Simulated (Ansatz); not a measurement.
The starting structures come from a database of crystals and need not be the phases stable at ambient conditions.

 Where the default PAW files enter, the runs use the earlier of Ansatz's two default sets.

Data:

```
PbO3S
1.0
    5.42113     0.00000     0.00000
    0.00000     6.46480    -0.03968
    0.00000     1.26546     4.37691
Pb S O
2 2 6
Cartesian
  4.06584   2.24211   1.51514
  1.35528   5.48815   2.82209
  1.35528   2.27313   3.99397
  4.06584   5.45713   0.34326
  5.28544   4.61950   0.82599
  0.13569   3.11076   3.51125
  2.57488   3.11076   3.51125
  2.84625   4.61950   0.82599
  4.06584   6.54332   3.18518
  1.35528   1.18694   1.15206
```

Space group of this cell: P2_1/m. The cell was relaxed by PBE-D3(BJ); by r2SCAN its mean pressure is -4.1 GPa.

Transport runs along the normal of the first two printed cell vectors.

No gap correction and no spin-orbit coupling; mid-gap values are interpolated between computed energies.

Question: Compute, with r2SCAN (Ansatz, a quantum-chemistry and plane-wave program), the band gap and the smallest decay constant κ at mid-gap.

Answer: Gap 3.59 eV on a 6×6×8 mesh; κ = 0.397 1/Å, at (0.000, 0.167) of the in-plane reciprocal vectors. At the zone centre, at the nearest computed energy, the slowest state has κ = 0.43 1/Å.
